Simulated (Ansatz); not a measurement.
System: MoP (model structure, started from the NbAs type, I4₁md, No. 109, 4 atoms in the cell). Method: PBEsol (PAW; Ansatz, a quantum-chemistry and plane-wave program).

Numerical settings: plane-wave cutoff 520 eV, 24×24×24 k mesh, Fermi–Dirac smearing 0.05 eV, no spin polarisation, scalar-relativistic PAW data made under PBE.

Cell (relaxed at this level):

```xyz
4
Lattice="-1.5968 1.5968 5.5567 1.5968 -1.5968 5.5567 1.5968 1.5968 -5.5567" Properties=species:S:1:pos:R:3 pbc="T T T"
Mo     0.0000     0.0000     5.5482
Mo     1.5968     0.0000     2.7699
P      0.0000     0.0000    10.1883
P      0.0000     1.5968     1.8533
```

What does this level give for the bulk modulus B0?


- bulk modulus B0: 238 GPa

Note: the run has no spin polarisation, so it can have missed a magnetic state; the bulk modulus is −V dP/dV from two relaxed cells at ±2 % in volume; the relaxation could raise the start's symmetry but not lower it, so the cell can be a saddle point.

The computed numbers hold no vibrational or temperature effects.

Computing time: roughly 10 core-minutes.

A model structure was made by putting elements into a prototype or built by hand; it is no filed structure, need not be a known phase, and can be a saddle point held by its symmetry.
